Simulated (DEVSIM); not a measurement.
System: abrupt Si p-n junction, at 300 K.

Layer 1 from the left is Si, thickness (μm) 0.350, Na (cm⁻³) 2.1e17, τn (s) 0.00065, τp (s) 0.00065. Layer 2 from the left is Si, thickness (μm) 9.40, Nd (cm⁻³) 1e15, τn (s) 0.00065, τp (s) 0.00065.

Left contact: ohmic. Right contact: ohmic. Voltage is applied to the left contact. Recombination: SRH at mid-gap, Auger. Mobility is constant in doping.

This is a model device: material constants are rounded textbook-type values typed into the input, and sizes, dopings and lifetimes were drawn at random. Values at 300 K.

Si: gap (eV) 1.124, affinity (eV) 4.05, permittivity 11.7, Nc (cm⁻³) 2.86e19, Nv (cm⁻³) 3.1e19, μn (cm²/Vs) 1417, μp (cm²/Vs) 470, Cn (cm⁶/s) 2.8e-31, Cp (cm⁶/s) 9.9e-32.

Problem. Estimate by hand the built-in potential, the peak field at zero bias, the capacitance at -0.6 V, and compare with a numerical solution.

Solution. 
- Built-in potential: ni = √(Nc Nv) exp(−Eg/2kT) = 1.08e10 cm⁻³ with Eg = 1.124 eV; Vbi = kT/q ln(Na Nd/ni²) = 0.730 V; numerical 0.730 V.
- Peak field at zero bias: depletion approximation: W = √(2εVbi/(qN)) = 0.974 μm with N = 9.95e14 cm⁻³; field = 2Vbi/W = 15000 V/cm; numerical 27500 V/cm (estimate below by 45 %).
- Capacitance at -0.6 V: C = √(qεN / 2(Vbi + |V|)) = 7.88 nF/cm²; numerical 8.15 nF/cm² (estimate below by 3.3 %).

DEVSIM, 1D drift-diffusion, Boltzmann statistics, complete ionisation; no tunnelling, impact ionisation, image-force lowering or self-heating.
